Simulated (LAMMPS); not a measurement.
MD of CaO (rock salt) at zero pressure, 512 atoms, as a liquid; each row is its own run.

Level of theory: classical MD, Buckingham potential of Lewis and Catlow, J. Phys. C 18, 1149 (1985), first set, used with rigid ions (no shells), PPPM sums, short-range terms cut at 10 Å, modified for these runs by an r^-4 repulsive force inside the short-range force's maximum, run in LAMMPS.

| T (K) | D(O) (cm²/s) |
|---|---|
| 2030 | 1.42e-5 |
| 2320 | 3.19e-5 |
| 2610 | 4.19e-5 |
| 2900 | 5.84e-5 |
| 3190 | 8.62e-5 |
| 4060 | 0.000150 |
| 4640 | 0.000194 |

**Question.** Fit an Arrhenius law, ln y = a + b / x, to these rows (x is the first column, y the second) and predict the run at x = 3620.

**Answer.** Least squares gives a = -6.5337 and b = -9197. The slope times kB gives an activation energy of 0.79 eV. At x = 3620 the fit predicts 0.000115 cm²/s. The run itself gave (1.30 ± 0.04) × 10^-4 cm²/s, so the fit is 12 % low.

Caution: the potential ionic pair potential lewis1985a is fitted to static crystal properties with a polarisable anion, which is rigid here.

Caution: a run this short can hold a crystal over, or a liquid under, the potential's own melting point, which these runs don't give.

Errors of D are the spread over four groups of atoms in one short run; a floor of about 5 %, a picked value, is safer.
